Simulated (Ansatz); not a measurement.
Take GaSb in the zinc blende structure (space group F-43m, No. 216; a = 6.132 Å) as the base. Axes: x, y, z lie along the cube axes.

The values are results of r2SCAN in Ansatz (plane waves to 500 eV, PAW, without spin-orbit coupling), not measurements.

For the base:

```
Quantity                        Result
-----------------------------  -------
Shortest interatomic distance  2.655 Å
```

It is then changed as follows: uniaxial strain ε_zz = −2.50 %, all other strain components held at zero, atoms relaxed at fixed cell.

### Question
Estimate the effect on the stress, energy relative to the base and shortest interatomic distance.

### Answer
The stress (xx, yy, zz, yz, xz, xy; compression positive) comes out as (1.03, 1.03, 2.24, 0.00, 0.00, 0.00) GPa; the energy goes up by 5.0 meV/atom; the shortest interatomic distance shrinks by 0.022 Å (2.655 Å → 2.633 Å).

No phonon test of stability was made.

Ansatz is an electronic-structure program.
